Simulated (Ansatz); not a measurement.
Levels about the gap of amorphous In$_{9}$Ga$_{9}$Zn$_{9}$O$_{37}$Ba (65 atoms in a cell of 835 Å³, 5.92 g/cm³; zone centre alone, so wide bands show as single levels with stretches between that a denser mesh fills), at the geometry that PBE relaxed, where it gives 0.1 GPa on a denser mesh. The participation number counts the atoms over which a state spreads; weights are charges in smoothed Voronoi cells. The levels come from a single point, so bond lengths are those of that geometry. Method of the levels: PBE, scalar-relativistic without spin-orbit coupling (Ansatz, a first-principles code). Sampling: the zone centre alone; Fermi-Dirac width 0.02 eV; no spin polarisation. At PBE the levels at the filled edge of the gap are localised (band-tail or defect states), and the nearest spread-out levels lie 1.0 eV apart at the zone centre.

The cell was made by melting and quenching with the CHGNet potential and then relaxed with DFT. O atoms were pushed apart under 1.9 Å during the dynamics, to hinder bonds among them. The hot cell started wider than the set density and was brought back towards it in steps. It is the lowest in DFT energy of 2 quenches. It is a model cell: composition and starting density were chosen by hand, and all elements were melted together. No dispersion term was used. Its density started from a set value of 5.92 and ended at 5.92 g/cm³. The simulated quench (nominally 210 K/ps over its main leg) is rapid and tends to freeze in more defects than a deposited or slowly cooled glass has. A cell of this size samples the disorder only roughly. The volume was held where the preparation left it and the shape relaxed, at a PBE pressure of 0.1 GPa.

```json
[
 {"E - E(highest filled), eV": "-0.57", "filling": "filled", "participation number": "12.7", "largest on": "O, 4 neighbours", "weight O": "0.88", "weight In": "0.02", "weight Zn": "0.08", "weight Ga": "0.01"},
 {"E - E(highest filled), eV": "-0.53", "filling": "filled", "participation number": "13.4", "largest on": "O, 3 neighbours", "weight O": "0.87", "weight In": "0.02", "weight Zn": "0.09", "weight Ga": "0.02"},
 {"E - E(highest filled), eV": "-0.49", "filling": "filled", "participation number": "14.4", "largest on": "O, 2 neighbours", "weight O": "0.87", "weight In": "0.02", "weight Zn": "0.08", "weight Ga": "0.02"},
 {"E - E(highest filled), eV": "-0.44", "filling": "filled", "participation number": "13.1", "largest on": "O, 4 neighbours", "weight O": "0.88", "weight In": "0.02", "weight Zn": "0.09", "weight Ga": "0.01"},
 {"E - E(highest filled), eV": "-0.28", "filling": "filled", "participation number": "4.8", "largest on": "O, 2 neighbours", "weight O": "0.92", "weight In": "0.02", "weight Zn": "0.05", "weight Ga": "0.01"},
 {"E - E(highest filled), eV": "-0.20", "filling": "filled", "participation number": "8.2", "largest on": "O, 4 neighbours", "weight O": "0.85", "weight In": "0.03", "weight Zn": "0.10", "weight Ga": "0.01"},
 {"E - E(highest filled), eV": "0.00", "filling": "filled", "participation number": "5.3", "largest on": "O, 3 neighbours", "weight O": "0.92", "weight In": "0.02", "weight Zn": "0.03", "weight Ga": "0.02"},
 {"E - E(highest filled), eV": "0.56", "filling": "empty", "participation number": "58.9", "largest on": "In, 5 neighbours", "weight O": "0.52", "weight In": "0.21", "weight Zn": "0.15", "weight Ga": "0.12"},
 {"E - E(highest filled), eV": "3.15", "filling": "empty", "participation number": "23.1", "largest on": "In, 6 neighbours", "weight O": "0.57", "weight In": "0.32", "weight Zn": "0.06", "weight Ga": "0.04"},
 {"E - E(highest filled), eV": "3.32", "filling": "empty", "participation number": "17.8", "largest on": "In, 5 neighbours", "weight O": "0.58", "weight In": "0.29", "weight Zn": "0.07", "weight Ga": "0.05"},
 {"E - E(highest filled), eV": "3.45", "filling": "empty", "participation number": "45.4", "largest on": "In, 6 neighbours", "weight O": "0.59", "weight In": "0.20", "weight Zn": "0.11", "weight Ga": "0.10"},
 {"E - E(highest filled), eV": "3.68", "filling": "empty", "participation number": "38.3", "largest on": "In, 6 neighbours", "weight O": "0.59", "weight In": "0.21", "weight Zn": "0.09", "weight Ga": "0.11"},
 {"E - E(highest filled), eV": "3.84", "filling": "empty", "participation number": "38.3", "largest on": "Zn, 5 neighbours", "weight O": "0.57", "weight In": "0.18", "weight Zn": "0.11", "weight Ga": "0.12"},
 {"E - E(highest filled), eV": "4.09", "filling": "empty", "participation number": "40.9", "largest on": "In, 6 neighbours", "weight O": "0.56", "weight In": "0.21", "weight Zn": "0.10", "weight Ga": "0.13"}
]
```

Most localised among these is the filled level at -0.28 eV, on a O atom, which has 2 neighbours (Ga 1.91 Å, In 2.07 Å).
